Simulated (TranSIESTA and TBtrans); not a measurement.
Device: Pb chain with one bond stretched by 2.0 Å. Leads: straight Pb chain, spacing 3.021 Å. Geometry: as built, not relaxed. Transport runs along z; the first 4 and the last 4 of the 14 atoms are the lead cells, repeated to infinity.

```xyz
14
Lattice="9.000 0.000 0.000 0.000 9.000 0.000 0.000 0.000 44.294" Properties=species:S:1:pos:R:3 pbc="F F T"
Pb     4.500     4.500     0.000
Pb     4.500     4.500     3.021
Pb     4.500     4.500     6.042
Pb     4.500     4.500     9.063
Pb     4.500     4.500    12.084
Pb     4.500     4.500    15.105
Pb     4.500     4.500    18.126
Pb     4.500     4.500    23.147
Pb     4.500     4.500    26.168
Pb     4.500     4.500    29.189
Pb     4.500     4.500    32.210
Pb     4.500     4.500    35.231
Pb     4.500     4.500    38.252
Pb     4.500     4.500    41.273
```

Run with TranSIESTA and TBtrans (open boundaries, self-consistent; PseudoDojo norm-conserving potentials, scalar-relativistic): PAO.BasisSize DZP, PAO.EnergyShift 0.15 eV, XC.Authors PBE, Mesh.Cutoff 200 Ry, ElectronicTemperature 300 K, TS.Voltage 0.0 eV, TBT.Elecs.Eta 0.001 eV, no spin polarisation.

Energies count from the leads' Fermi level. Transmissions are for one spin of a degenerate pair. The energy step is 0.01 eV; narrower resonances are cut or missed.

```csv
E (eV),T
-0.20,0.231
-0.15,0.253
-0.10,0.273
-0.05,0.287
0.00,0.295
0.05,0.296
0.10,0.291
0.15,0.285
0.20,0.277
```

Q: Give the zero-bias conductance in μS and the resistance at 300 K.

A: At the Fermi level T = 0.295. Averaged with −∂f/∂E over the full grid (kT = 25.9 meV) it is 0.292. With G0 = 2e²/h = 77.48 μS, G = 22.6 μS and R = 1/G = 44.2 kΩ.

Q: The eigenchannels at the Fermi level transmit 0.177, 0.0589, 0.0589. What Fano factor of the shot noise follows at low temperature and bias?

A: F = Σ τ(1 − τ)/Σ τ = 0.257/0.295 = 0.87.

The straight chain is held at its spacing; free chains may zigzag or dimerise. No spin-polarised start was tried, so a magnetic state, if there is one, is missed. Spin-orbit coupling, left out here, matters for the heavy atoms.
